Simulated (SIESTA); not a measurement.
SIESTA run on CrB (Cmcm, 4 atoms in the cell): self-consistent single point.

Method: GGA PBEsol, numerical atomic orbitals DZP, PseudoDojo PBEsol standard norm-conserving potentials (rewritten from UPF to PSML) in SIESTA.

The change in words: lattice scaled by 0.98. Reference geometry:
```
CELL_PARAMETERS angstrom
      1.45169    -3.89914     0.00000
      1.45169     3.89914     0.00000
      0.00000     0.00000     2.90195
ATOMIC_POSITIONS crystal
  Cr 0.85462 0.14538 0.75000
  Cr 0.14538 0.85462 0.25000
  B  0.56494 0.43506 0.75000
  B  0.43506 0.56494 0.25000
```

Reference input (self-consistent single point, DFT, GGA PBEsol, numerical atomic orbitals DZP, PseudoDojo PBEsol standard norm-conserving potentials (rewritten from UPF to PSML)): XC.functional = GGA; XC.authors = PBEsol; potentials = PseudoDojo PBEsol standard; PAO.BasisSize = DZP; PAO.EnergyShift = 0.005 Ry; MeshCutoff = 400 Ry; kgrid.MonkhorstPack = 8 8 8; OccupationFunction = FD; ElectronicTemperature = 100 meV; MaxSCFIterations = 150; SCF.Mixer.Method = Pulay; SCF.Mixer.Weight = 0.25. This run's input differs from it in these lines:

```diff
@@ -10,7 +10,7 @@
 %endblock ChemicalSpeciesLabel
-LatticeConstant              4.160619 Ang
+LatticeConstant              4.077406 Ang
 %block LatticeVectors
-     0.348913227   -0.937155024    0.000000000
-     0.348913227    0.937155024    0.000000000
-     0.000000000    0.000000000    0.697480351
+     0.348913255   -0.937155142    0.000000000
+     0.348913255    0.937155142    0.000000000
+     0.000000000    0.000000000    0.697480457
 %endblock LatticeVectors
@@ -18,6 +18,6 @@
 %block AtomicCoordinatesAndAtomicSpecies
-     1.451695000   -2.765429600    2.176462500  1
-     1.451695000    2.765429600    0.725487500  1
-     1.451695000   -0.506420953    2.176462500  2
-     1.451695000    0.506420953    0.725487500  2
+     1.422661000   -2.710120937    2.132933250  1
+     1.422661000    2.710120937    0.710977750  1
+     1.422661000   -0.496292521    2.132933250  2
+     1.422661000    0.496292521    0.710977750  2
 %endblock AtomicCoordinatesAndAtomicSpecies
```

Output, abridged:

```
        iscf     Eharris(eV)        E_KS(eV)     FreeEng(eV)     dDmax    Ef(eV) dHmax(eV)
   scf:    1    -4835.351915    -4959.912638    -4959.971168  1.166031 -2.398394 23.245013
   scf:    2    -5011.063827    -4998.863561    -4998.942164  0.471510 -5.599653  1.752243
   scf:    3    -4999.235783    -4999.094046    -4999.175305  0.067836 -5.884706  0.483485
   scf:    4    -4999.156035    -4999.136298    -4999.218266  0.052442 -6.003295  0.126516
   scf:    5    -4999.123943    -4999.132867    -4999.215863  0.024370 -6.107595  0.249909
   scf:    6    -4999.134794    -4999.136779    -4999.219072  0.013971 -6.040539  0.102139
   scf:    7    -4999.136603    -4999.137114    -4999.219739  0.003978 -6.069550  0.027612
   scf:    8    -4999.137300    -4999.137231    -4999.219788  0.001087 -6.063491  0.003949
   scf:    9    -4999.137218    -4999.137225    -4999.219789  0.000126 -6.064131  0.001082
   scf:   10    -4999.137225    -4999.137225    -4999.219789  0.000048 -6.064141  0.000526
SCF Convergence by DM+H criterion
max |DM_out - DM_in|         :     0.0000480005
max |H_out - H_in|      (eV) :     0.0005255217
SCF cycle converged after 10 iterations

Using DM_out to compute the final energy and forces

siesta: E_KS(eV) =            -4999.1372

siesta: E_KS - E_eggbox =     -4999.1372

siesta: Atomic forces (eV/Ang):
     1   -0.000000    0.245013    0.000000
     2   -0.000000   -0.244929    0.000000
     3   -0.000000   -0.460201   -0.000000
     4   -0.000000    0.460117   -0.000000
   Tot   -0.000000    0.000000    0.000000
   Max    0.460201
   Res    0.212821    sqrt( Sum f_i^2 / 3N )
   Max    0.460201    constrained

Stress tensor Voigt[x,y,z,yz,xz,xy] (kbar):     -161.05     -189.75     -197.29       -0.00        0.00        0.00
(Free)E + p*V (eV/cell)    -4995.6940
   [... lines left out ...]
siesta: FreeEng =     -4999.219789
   [... lines left out ...]
siesta:    -0.100523    0.000000   -0.000000
siesta:     0.000000   -0.118430   -0.000000
siesta:     0.000000   -0.000000   -0.123136

siesta: Cell volume =         30.920241 Ang**3

siesta: Pressure (static):
siesta:                Solid            Molecule  Units
siesta:           0.00124194          0.00134421  Ry/Bohr**3
siesta:           0.11402964          0.12342000  eV/Ang**3
siesta:         182.69562730        197.74064307  kBar
```

The run converged in 10 iterations. Against the reference run the free energy rises by 20.7 meV/atom, the pressure goes from -3.17 to 18.27 GPa and the largest force goes from 0.299 to 0.460 eV/Å.

The starting cell comes from a database of computed structures (which also holds hypothetical and non-ambient phases and stackings), without a prior relaxation at this level. For this run, on top of that: lattice scaled by 0.98. Spin polarisation is off. Values carry the incompleteness of an atom-centred basis. With a pressure of about 18 GPa the cell is away from its equilibrium volume at this level.

Cost on one core of a shared machine: roughly 5 min.
